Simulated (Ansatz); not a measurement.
System: ZnSnO3 (R3c, No. 161, 10 atoms in the cell; start mp-13334). Method: LDA in Ansatz (plane waves, PAW).

Settings: plane-wave cutoff 520 eV, 8×8×8 k mesh, Fermi–Dirac smearing 0.01 eV, scalar-relativistic PAW data made under PBE.

Cell (relaxed at this level):

```
CELL_PARAMETERS angstrom
      2.61188     1.50797     4.61991
     -2.61188     1.50797     4.61991
      0.00000    -3.01594     4.61991
ATOMIC_POSITIONS crystal
  Zn 0.28478 0.28478 0.28478
  Zn 0.78478 0.78478 0.78478
  Sn 0.00246 0.00246 0.00246
  Sn 0.50246 0.50246 0.50246
  O  0.89616 0.21024 0.60494
  O  0.60494 0.89616 0.21024
  O  0.21024 0.60494 0.89616
  O  0.10494 0.71024 0.39616
  O  0.71024 0.39616 0.10494
  O  0.39616 0.10494 0.71024
```

**Question.** Predict the band gap.

**Answer.** 
* **band gap**: 1.46 eV (on the SCF k mesh)

Note: the relaxation could not lower the start's symmetry, so the cell can be a saddle point above a distorted one.

Spin–orbit coupling is not included.

Static lattice: no zero-point or thermal effects.

A start named mp-… is a Materials Project structure, which need not be a measured phase.

Ansatz is a quantum-chemistry and plane-wave program.
